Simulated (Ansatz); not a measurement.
For CsCl-type CaO (model structure), LDA (Ansatz, an electronic-structure program, plane waves, PAW) gives:

| Item | Result |
|---|---|
| equilibrium lattice constant a | 2.848 Å |
| enthalpy of formation | -2.895 eV/atom |

**Question.** What does HSE06 (Ansatz, plane waves, PAW) give for the same quantities?

**Answer.** 
- lattice constant a: 2.907 Å (grows by 2.1 %)
- formation enthalpy: -2.500 eV/atom (moves by +0.395 eV/atom)

Changes are worked out from the printed values.

Unless a cell is named, each level is at its own relaxed cell (LDA 11.55, HSE06 12.28 Å³/atom).

Caveats: hybrids on metals are sensitive to the k mesh and can open a false gap (HSE06). Ansatz's density-functional and Hartree–Fock values are scalar-relativistic unless marked +SOC, with PAW data made under PBE.

A model structure was made by putting elements into a prototype or built by hand; it is no filed structure, need not be a known phase, and can be a saddle point held by its symmetry.
